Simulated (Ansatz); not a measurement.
Short convergence ladders for Nb₃Au₂ (I4/mmm, 5 atoms in the cell)

```
Nb3Au2
1.0
   -1.71293     1.71293     7.68388
    1.71293    -1.71293     7.68388
    1.71293     1.71293    -7.68388
Nb Au
3 2
Cartesian
  0.00000   0.00000   0.00000
  0.00000   0.00000   6.13543
  0.00000   0.00000   9.23234
  0.00000   0.00000   3.07002
  0.00000   0.00000  12.29775
```

Base method: LDA (PW92), default PAW files made with PBE (plane waves; Ansatz, an electronic-structure program).

Base settings: basis.ecutwfc = 30.9 Ry; kpoints.mp_grid.grid = 9 9 9; hamiltonian.xc = lda; hamiltonian.pseudopotentials = {kind: paw} (the program's default PAW files); scf.occupations.method = fermi_dirac; scf.occupations.width = 0.0073 Ry.

Core times come from one kind of shared machine, to one figure; runs under 30 s give none.

**Zone-centre phonons against the cutoff**

In this ladder: phonons.method = dfpt.

The mesh stays at the base's, so the ladder's end is converged at best in this setting alone.

Frequencies are those of the unrelaxed cell, without the LO-TO term of polar crystals.

Only quantities that move along the ladder and can be compared are tabulated.

```csv
basis.ecutwfc,highest zone-centre frequency (cm⁻¹),lowest optical frequency (cm⁻¹),core time / last (rough)
15.4 Ry,248.1,31.4,0.3
18.4 Ry,232.7,99.8,0.5
26.1 Ry,224.2,85.3,0.7
30.9 Ry,224.3,85.5,1
```

Coarsest basis.ecutwfc that holds the highest zone-centre frequency within 2 cm⁻¹ of the last step, with all finer ones: 26.1 Ry; the step before is off by 8.4 cm⁻¹.

Coarsest basis.ecutwfc that holds the lowest optical frequency within 2 cm⁻¹ of the last step, with all finer ones: 26.1 Ry; the step before is off by 14 cm⁻¹.

**The force threshold of a relaxation**

On Nb3Au2 (I4mm, 5 atoms in the cell): one atom moved by 0.15 angstrom.

In this ladder: relax = atoms.

The mesh stays at the base's, so the ladder's end is converged at best in this setting alone.

Only quantities that move along the ladder and can be compared are tabulated.

```csv
relax.f_tol,largest force left (eV/Å),relaxation steps,core time / last (rough)
0.2 eV/Å,0.0304,4,0.6
0.05 eV/Å,0.0272,4,0.6
0.02 eV/Å,0.0059,5,0.7
0.001 eV/Å,0.0005,7,1
```

Coarsest relax.f_tol that holds the largest force left within 0.02 eV/Å of the last step, with all finer ones: 0.02 eV/Å; the step before is off by 0.027 eV/Å.

On the base run: the starting cell comes from a database of computed structures (which also holds hypothetical and non-ambient phases and stackings), without a prior relaxation at this level. Its lattice was rescaled by up to half a per cent. Spin polarisation is off. In the base run, with a pressure of about -12 GPa the cell is away from its equilibrium volume at this level.

Keys are those of Ansatz 0.2.
